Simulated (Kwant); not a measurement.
System: GaAs/Al0.3Ga0.7As stack with 1 barrier. One parabolic valley. Leads of mass 0.067 mₑ with the band edge at 0; grid 0.1 nm; bias swept from 0.0096 to 0.44756 V, dropping linearly over the stack. Emitter Fermi level 0.043 eV, 300 K, equal in the collector.

```csv
layer,thickness (nm),band offset (eV),mass (mₑ)
1,3,0.24,0.092
```

Constants are typed, rounded textbook-type inputs, not results; the design itself was drawn at random and stands for no fabricated device.

Model: one-band effective-mass tight-binding model in one dimension, coherent, no space charge, current by the Tsu-Esaki formula (Kwant).

Sweep values stay those of the base run.

The temperature was swept, all else fixed.

```csv
temperature (K),J (A/cm²) at bias = 0.1069 V,J (A/cm²) at bias = 0.3340 V,J (A/cm²) at bias = 0.4476 V,J (A/cm²) at bias = 0.2205 V
4,44500,113000,167000,74100
77,51900,130000,191000,85800
150,72400,178000,258000,118000
300,155000,368000,522000,251000
```

From the first row to the last the J at bias = 0.1069 V goes from 44500 to 155000. From the first row to the last the J at bias = 0.3340 V goes from 113000 to 368000.
